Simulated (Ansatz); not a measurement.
Levels about the gap of amorphous Li$_{29}$P$_{10}$O$_{35}$N$_{3}$ (77 atoms in a cell of 832 Å³, 2.22 g/cm³; zone centre alone, so wide bands show as single levels with stretches between that a denser mesh fills), at the geometry that PBE relaxed, where it gives -0.4 GPa on a denser mesh. The participation number counts the atoms over which a state spreads; weights are charges in smoothed Voronoi cells. The levels come from a single point, so bond lengths are those of that geometry. Method of the levels: r2SCAN, scalar-relativistic without spin-orbit coupling (Ansatz, a program for electronic structure). Sampling: the zone centre alone; Fermi-Dirac width 0.02 eV; no spin polarisation. At PBE the levels at the filled edge of the gap are localised (band-tail or defect states), and the nearest spread-out levels lie 5.0 eV apart at the zone centre.

Preparation: random packing, a CHGNet melt and quench, and a DFT relaxation. O and N atoms were pushed apart under 1.9 Å during the dynamics, to hinder bonds among them. The hot cell started wider than the set density and was brought back towards it in steps. It is the lowest in DFT energy of 2 quenches. It is a model cell: composition and starting density were chosen by hand, and all elements were melted together. No dispersion term was used. Its density started from a set value of 2.22 and ended at 2.22 g/cm³. Cooling (nominally 120 K/ps over its main leg) ran many orders faster than in experiment, which tends to leave more defects and strain. One small periodic cell is one sample of the glass; other quenches scatter about these values. The volume was held where the preparation left it, at a PBE pressure of -0.4 GPa (tension). Stress components on the final sampling reach 1.3 GPa.

| E - E(highest filled), eV | filling | participation number | largest on | weight O | weight N | weight Li | weight P |
|---|---|---|---|---|---|---|---|
| -1.20 | filled | 2.4 | O, 6 neighbours | 0.78 | 0.04 | 0.17 | 0.01 |
| -1.07 | filled | 2.0 | O, 6 neighbours | 0.80 | 0.02 | 0.17 | 0.01 |
| -0.98 | filled | 2.0 | O, 6 neighbours | 0.81 | 0.02 | 0.16 | 0.01 |
| -0.95 | filled | 1.9 | O, 6 neighbours | 0.81 | 0.01 | 0.17 | 0.01 |
| -0.76 | filled | 1.9 | O, 6 neighbours | 0.83 | 0.01 | 0.15 | 0.01 |
| -0.39 | filled | 2.9 | N, 5 neighbours | 0.24 | 0.57 | 0.14 | 0.04 |
| 0.00 | filled | 2.5 | N, 5 neighbours | 0.22 | 0.62 | 0.11 | 0.05 |
| 4.03 | empty | 66.5 | Li, 3 neighbours | 0.43 | 0.03 | 0.45 | 0.09 |
| 5.45 | empty | 30.5 | Li, 4 neighbours | 0.38 | 0.03 | 0.52 | 0.08 |
| 5.51 | empty | 41.8 | Li, 3 neighbours | 0.42 | 0.03 | 0.46 | 0.09 |
| 5.62 | empty | 36.4 | Li, 4 neighbours | 0.39 | 0.04 | 0.50 | 0.07 |
| 5.69 | empty | 42.9 | Li, 3 neighbours | 0.47 | 0.03 | 0.38 | 0.12 |
| 5.82 | empty | 38.5 | Li, 5 neighbours | 0.40 | 0.03 | 0.49 | 0.08 |
| 5.94 | empty | 40.8 | Li, 5 neighbours | 0.42 | 0.05 | 0.42 | 0.11 |

Most localised among these is the filled level at -0.95 eV, on a O atom, which has 6 neighbours (Li 1.86 Å, Li 1.89 Å, Li 1.92 Å, Li 1.93 Å, Li 2.00 Å, Li 2.04 Å).
